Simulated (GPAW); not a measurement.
Checking a run of GPAW on V3Si (Pm-3n, 8 atoms in the cell). The aim is a self-consistent single point with DFT PBE, plane waves, GPAW PAW datasets PBE (gpaw-data 1.0.1).

Cell that was meant: a = 4.6368 Å, b = 4.6368 Å, c = 4.6368 Å, α = 90.00°, β = 90.00°, γ = 90.00°.

Part of the input:

```python
from gpaw import GPAW, PW

atoms = Atoms(['V', 'V', 'V', 'V', 'V', 'V', 'Si', 'Si'],
              cell=[[2.453701, 0.000000, 0.000000],
                    [0.000000, 2.453701, 0.000000],
                    [0.000000, 0.000000, 2.453701]],
              scaled_positions=[[0.250000, 0.000000, 0.500000],
                                [0.750000, 0.000000, 0.500000],
                                [0.500000, 0.750000, 0.000000],
[...]
            nbands=-16,
            convergence={'density': 1e-05, 'energy': 1e-05},
            symmetry={'symmorphic': False, 'tolerance': 0.0005},
            maxiter=60,
            txt='-')

atoms.calc = calc
```

Output (repeated stretches shortened):

```
Input parameters:
  convergence: {density: 1e-05,
                energy: 1e-05}
  kpts: [5 5 5]
  maxiter: 60
  mode: {ecut: 850.0,
   [... lines left out ...]
   7 Si     1.226851    1.226851    1.226851    ( 0.0000,  0.0000,  0.0000)

Unit cell:
           periodic     x           y           z      points  spacing
  1. axis:    yes    2.453701    0.000000    0.000000    18     0.1363
  2. axis:    yes    0.000000    2.453701    0.000000    18     0.1363
  3. axis:    yes    0.000000    0.000000    2.453701    18     0.1363

  Lengths:   2.453701   2.453701   2.453701
  Angles:   90.000000  90.000000  90.000000

Effective grid spacing dv^(1/3) = 0.1363
     iter     time        total  log10-change:  magmom
                         energy   eigst   dens
iter:   1 --:--:--   724.122167                   +12.0404
iter:   2 --:--:--   722.253808   -1.92  -0.73    +4.4875
iter:   3 --:--:--   699.965895   -0.10  -0.75    +0.1540
iter:   4 --:--:--   700.364496   -2.06  -1.66    +0.1071
iter:   5 --:--:--   674.436558   -0.51  -1.67    +0.0557
iter:   6 --:--:--   702.887798   -0.25  -1.19    +0.0264
iter:   7 --:--:--   702.874473   -2.00  -2.60    +0.0204
iter:   8 --:--:--   702.922376   -2.96  -2.48    +0.0058
iter:   9 --:--:--   702.917976   -3.75  -2.82    +0.0015
iter:  10 --:--:--   702.917941   -5.01  -3.22    +0.0005
iter:  11 --:--:--   702.918615c  -5.34  -3.23    +0.0000
iter:  12 --:--:--   702.919032   -4.74  -3.25    -0.0000
iter:  13 --:--:--   702.919030c  -6.27  -4.61    -0.0000
iter:  14 --:--:--   702.919030c  -7.29  -4.82    -0.0000
iter:  15 --:--:--   702.919026c  -7.57c -4.68    -0.0000
iter:  16 --:--:--   702.919034c  -7.60c -4.62    -0.0000
iter:  17 --:--:--   702.919035c  -7.88c -4.79    +0.0000
iter:  18 --:--:--   702.919037c  -8.82c -5.03c   +0.0000
Converged after 18 iterations.

Dipole moment: (-0.000000, 0.000000, 0.000000) |e|*Ang

Total magnetic moment: (0.000000, 0.000000, 0.000000)
Local magnetic moments:
   0 V  ( 0.000000,  0.000000,  0.000000)
   1 V  ( 0.000000,  0.000000,  0.000000)
   2 V  ( 0.000000,  0.000000,  0.000000)
   3 V  ( 0.000000,  0.000000,  0.000000)
   4 V  ( 0.000000,  0.000000,  0.000000)
   5 V  ( 0.000000,  0.000000,  0.000000)
   6 Si ( 0.000000,  0.000000, -0.000000)
   7 Si ( 0.000000,  0.000000, -0.000000)

Energy contributions relative to reference atoms: (reference = -170695.661873)

Kinetic:       +4661.856959
Potential:     -3334.679307
External:        +0.000000
XC:            -642.626454
Entropy (-ST):   +0.005628
Local:          +18.362212
SIC:             +0.000000
   [... lines left out ...]
Free energy:   +702.919037
Fermi level: 66.28428
No gap
   [... lines left out ...]
  4 V     0.00000    0.00000   -0.00000
  5 V     0.00000    0.00000    0.00000
  6 Si    0.00000    0.00000    0.00000
  7 Si    0.00000    0.00000    0.00000

Stress tensor:
   -81.060005     0.000000     0.000000
     0.000000   -81.060005     0.000000
     0.000000     0.000000   -81.060005
Stress (GPa, Voigt): [-12987.2446 -12987.2446 -12987.2446      0.          0.          0.    ]
```

Q: Can these results be used? Check the input.

A: The run is not sound. The fault is this: cell numbers converted the wrong way (times 0.529). Bohr and ångström differ by a factor of 1.89; the cell that the program reads is then far too large or far too small. To fix it, give the lengths in the unit that the key or card expects. The run converged in 18 iterations without an error; against the sound input the free energy rises by 96.0 eV/atom and the pressure goes from 10.48 to 12990 GPa.

An input that runs soundly differs in these lines (not the only fix; some lines may just follow from the change or write a value another way):
```diff
-              cell=[[2.453701, 0.000000, 0.000000],
-                    [0.000000, 2.453701, 0.000000],
-                    [0.000000, 0.000000, 2.453701]],
+              cell=[[4.636823, 0.000000, 0.000000],
+                    [0.000000, 4.636823, 0.000000],
+                    [0.000000, 0.000000, 4.636823]],
-            maxiter=60,
+            maxiter=100,
```

With that input, the run converged in 32 iterations: free energy E − TS (from the program's reference atoms) -65.3654 eV; Fermi level (on the code's own zero) 10.47 eV; pressure 10.48 GPa; size of the cell's spin moment 0.00 μB (DFT PBE, plane waves, GPAW PAW datasets PBE (gpaw-data 1.0.1)).

On the sound input: the starting cell comes from a database of computed structures (which also holds hypothetical and non-ambient phases and stackings), without a prior relaxation at this level. Its lattice was rescaled by a random factor within 2.5 % of one. The starting moments vanished: the run ended non-magnetic, which need not be the lowest state. With a pressure of about 10 GPa the cell is away from its equilibrium volume at this level.
